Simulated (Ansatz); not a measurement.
The starting structures come from a database of crystals and need not be the phases stable at ambient conditions.

The decay constant κ of evanescent states in the gap governs leakage through a thin film.

Consider the following.

```xyz
8
Lattice="7.1526 0.0151 -0.0295 1.8892 6.8986 -0.0295 3.3742 -2.8740 5.6139" Properties=species:S:1:pos:R:3 pbc="T T T"
Tl     4.3188    -2.1518     4.2030
Tl     6.2080    -0.7072     1.3814
In     3.5763     2.7346     1.3814
In     8.8397     1.3051     4.1736
Te     9.7843     3.9636     3.7539
Te     2.6317     0.0761     1.8010
Te     6.0266     1.0903     4.5932
Te     6.3894     2.9494     0.9617
```

Space group of this cell: I4/mcm. The cell was relaxed by PBE-D3(BJ); by r2SCAN its mean pressure is -0.7 GPa.

Transport runs along the normal of the first two printed cell vectors, the (101) plane of the conventional cell.

No gap correction and no spin-orbit coupling; mid-gap values are interpolated between computed energies.

Problem. Predict the band gap and the smallest decay constant κ at mid-gap from r2SCAN (Ansatz, a quantum-chemistry and plane-wave program).

Solution. Gap 0.97 eV on a 6×6×6 mesh; κ = 0.119 1/Å, at (-0.333, 0.167) of the in-plane reciprocal vectors. At the zone centre, at the nearest computed energy, the slowest state has κ = 0.20 1/Å.
